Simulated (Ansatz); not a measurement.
A periodic model of amorphous Al28O43Sr:

```xyz
72
Lattice="9.2256 -0.4602 0.4140 -0.4602 9.4371 -0.0589 0.4140 -0.0589 9.4056" Properties=species:S:1:pos:R:3 pbc="T T T"
Al     0.5389     1.8978     0.9068
Al     5.9601     1.7623     8.8767
Al     5.3363     2.4445     5.2529
Al     0.4957     0.2127     4.9291
Al     3.4101     0.5921     0.5129
Al     2.0919     4.5535     6.2225
Al     5.4068     2.1632     2.5379
Al     4.0991     3.8203     8.3663
Al     1.2044     4.5654     2.2724
Al     7.0542     4.7552     3.6356
Al     1.4896     7.2033     6.4375
Al     8.8837     2.9751     5.0917
Al     8.5452     1.4025     7.5542
Al     7.4261    -0.0120     0.9632
Al     3.8697     6.2632     4.0846
Al     3.1510     6.2344     1.0939
Al     2.5003     2.4538     3.7268
Al     6.5241     6.9817     5.6478
Al     4.1100     8.5497     2.4146
Al     6.9175     4.0301     6.9805
Al     7.5673     0.2614     3.7726
Al     8.0285     6.5027     8.4994
Al     2.7847     9.2280     5.1751
Al     7.3248     3.6568     0.7558
Al     1.3903     0.0766     7.9218
Al     6.3296     6.9974     1.8952
Al     0.9722     4.8436     8.7348
Al     5.3787    -0.0967     7.0971
O      3.6191     8.1016     4.0551
O      6.7945     7.6671     0.2895
O      8.7871     1.2368     4.7192
O      6.2464     1.4276     3.9409
O      5.0905     3.5227     6.7950
O      4.3408     5.3006     9.2230
O      4.6306     6.6751     2.1538
O      1.6391     2.8081     2.1635
O      2.1219     0.7234     9.4567
O      7.2561     5.8623     6.9642
O      5.9998     8.7302     2.4312
O      6.9771     3.6087     5.1284
O      9.0548     3.0248     0.7905
O      6.3645     3.7657     2.2742
O      4.5062     0.9433     5.8982
O      8.6042     3.0625     6.9097
O      5.1270     0.0701     8.8304
O      0.9393     5.6333     7.0777
O      5.6898     5.8728     4.4742
O      6.7504     3.3921     8.7007
O      1.3441     5.6353     0.7908
O      7.6216     8.2852     4.8245
O      4.1571     0.8633     2.1376
O      6.8172     1.0659     7.3605
O      2.9012     6.0029     5.6023
O      1.5749     3.5157     4.8735
O      2.3727     3.8000     7.8327
O      8.4776     5.1141     9.4899
O      6.4815     1.5725     1.0237
O      0.7102     0.9575     6.5160
O      8.9938     0.6142     9.1414
O      2.1438     0.7931     4.2032
O      2.4333     8.7220     6.9180
O      4.3418     2.3592     9.3753
O      7.6132     6.2032     2.7108
O      8.9411     4.1833     3.7014
O      0.9269     8.0242     4.9375
O      2.5778     5.5863     2.8772
O      0.2101     7.9225     7.7098
O      8.7259     0.2668     2.2618
O      4.2158     2.9332     3.8554
O      2.7763     8.1069     1.2023
O      5.3266     7.8267     6.4678
Sr     0.5915     7.6475     2.4797
```

These are PBE, scalar-relativistic without spin-orbit coupling (plane waves to 420 eV, PAW; Ansatz, an electronic-structure program) values and carry that method's errors.

A CHGNet melt-quench gave the starting glass, which DFT then relaxed. O atoms were pushed apart under 1.9 Å during the dynamics, to hinder bonds among them. The hot cell started wider than the set density and was brought back towards it in steps. It is the lowest in DFT energy of 2 quenches. It is a model cell: composition and starting density were chosen by hand, and all elements were melted together. No dispersion term was used. Its density started from a set value of 3.19 and ended at 3.12 g/cm³. Cooling (nominally 280 K/ps over its main leg) ran many orders faster than in experiment, which tends to leave more defects and strain. Values belong to this one cell and scatter from quench to quench. Volume and shape were free in the relaxation.

Cut-offs for bonds: Al-Al 2.66 Å, Al-O 2.36 Å, Al-Sr 3.42 Å, O-O 1.58 Å, O-Sr 3.13 Å, Sr-Sr 4.18 Å. Two cations that share two anions don't count as bonded, nor two that share one unless they lie closer than Al-Al 2.59 Å, Al-Sr 3.33 Å, Sr-Sr 4.07 Å.

Question: Give the coordination numbers, mean bond lengths and angles.

Answer: 
* **Mean coordination of Al by anions**: 4.68 (9 with 4, 19 with 5)
* **Mean coordination of O**: 3.21 (2 with 2, 30 with 3, 11 with 4)
* **Mean coordination of Sr by anions**: 7.00 (1 with 7)
* **Mean Al-O bond**: 1.858 Å (spread 0.093 Å, 131 counted)
* **Mean O-Sr bond**: 2.755 Å (spread 0.250 Å, 7 counted)
* **Bond angle at Al**: mean 107.0°, spread 23.4°
* **Bond angle at O**: mean 112.9°, spread 17.9°
* **Bond angle at Sr**: mean 101.5°, spread 34.0°

Question: List the pairs of like atoms that count as bonded by the rules above.

Answer: There are none by these rules.
